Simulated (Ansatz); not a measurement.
Si3N4 (model structure, from the spinel Si type, Fd-3m, No. 227) was calculated with G0W0@PBEsol (hard PAW, contour deformation; Ansatz, a program for electronic structure).

The cell is the one relaxed with PBEsol. Conventional cell: a = 7.7426 Å, b = 7.7426 Å, c = 7.7426 Å, α = 90.00°, β = 90.00°, γ = 90.00°.

The quasiparticle gap at Γ at a fixed k mesh 2×2×2:

```
response cutoff           value (eV)
------------------------  ----------
200 eV, 1369 empty bands       4.897
250 eV, 1913 empty bands       4.959
300 eV, 2515 empty bands       4.997
400 eV, 3872 empty bands       5.039
```

Question: Taking the value to converge with the response cutoff E as E^(−3/2), extrapolate from the last two rows.

Answer: With y = y∞ + c/w and weights w = 5196 and 8000 for the last two rows, y∞ = (w2 y2 − w1 y1)/(w2 − w1) = (8000 × 5.039 − 5196 × 4.997)/2804 = 5.117 eV, which lies 0.078 beyond the last row. Successive pairs of rows give 5.115, 5.118, 5.117. The limit also hangs on the law assumed, so its last digits aren't firm.

The other settings are not extrapolated, so this is the limit in one setting alone.

A model structure was made by putting elements into a prototype or built by hand; it is no filed structure, need not be a known phase, and can be a saddle point held by its symmetry.
